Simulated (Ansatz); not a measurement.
## H2O on the 1x1 (0001) surface of corundum (cut with top plane Al), one in a 1x1 cell, started at the site 'over Al at depth 1.0 Å'

Host crystal: corundum, with a band gap (PBE, scalar-relativistic without spin-orbit coupling).

The numbers are results of PBE (plane waves to 420 eV, PAW; Ansatz, an electronic-structure program), not measurements.

Set-up: 23 atoms, 6.7 Å thick at the start under the adsorbate (thin: gaps and levels are the slab's own); mesh 6x6x1; 0.01 eV smearing; dipole correction on; 9 atoms held, the rest relaxed; no symmetry held; no spin, no spin-orbit, no U, no dispersion correction. At the end it is bonded to Al. In PBE it is, or lies within 0.03 eV of, the lowest of the starts that converged.

The adsorption energy against H2O(g) is -91 kJ/mol and the gap of the slab on its k-mesh comes out as 3.49 eV. The highest filled level below the top vacuum level is 4.94 eV and the change of the step from the bottom to the top vacuum level, against the clean slab is -1.61 eV. The energy released by relaxation is 3.54 eV. The height of the binding atom over the mean of the host atoms within 0.3 Å of the top one is 1.802 Å and the nearest host atoms of the binding atom is Al at 2.02 Å, O at 2.60 Å, O at 2.63 Å. The largest move of a host atom comes out as 0.29 Å and the caution comes out as the clean host was not checked against rearrangement in a larger or rattled cell. The note comes out as in the relaxation the adsorbate left its starting site by 1.9 Å and the cost is roughly 10 core-minutes.

A negative adsorption energy means that the adsorbate is more stable on the surface than in its reference.
